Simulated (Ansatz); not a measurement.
**hypothetical fluorite MoS2 with two functionals, pressure 10 GPa**

Base system: MoS₂ in the fluorite structure (space group Fm-3m, No. 225; a = 5.9480 Å; ferromagnetic; a hypothetical phase, not in the database extracts checked).

(Cell as relaxed with PBE.)

Levels (all Ansatz, a first-principles code, PAW): PBE (420 eV, no spin-orbit coupling); PBEsol (420 eV, no spin-orbit coupling).

Each level relaxes its own structure.

```csv
base,PBE,PBEsol
volume per atom,17.54 Å³,16.71 Å³
lattice parameter a,594.8 pm,585.3 pm
band gap,zero,zero
largest site moment,1.37 μB,1.16 μB
```

The change: cell and atoms relaxed at a pressure of 10 GPa.

| quantity | PBE | PBEsol |
|---|---|---|
| shortest interatomic distance | 251.4 pm | 247.0 pm |
| largest site moment | 1.20 μB | 0.69 μB |

PBE's shortest interatomic distance lies 4.4 pm above PBEsol's (1.8 %); PBE's largest site moment lies 0.51 μB above PBEsol's. Neither level is exact; PBEsol is the comparison here, not a measurement.

Other magnetic orders, which the real material may have, were not ruled out. Load acts through the strain it causes; cell and atoms are relaxed under it. Whether these cells are dynamically stable was not tested. No other phases were tried under pressure.
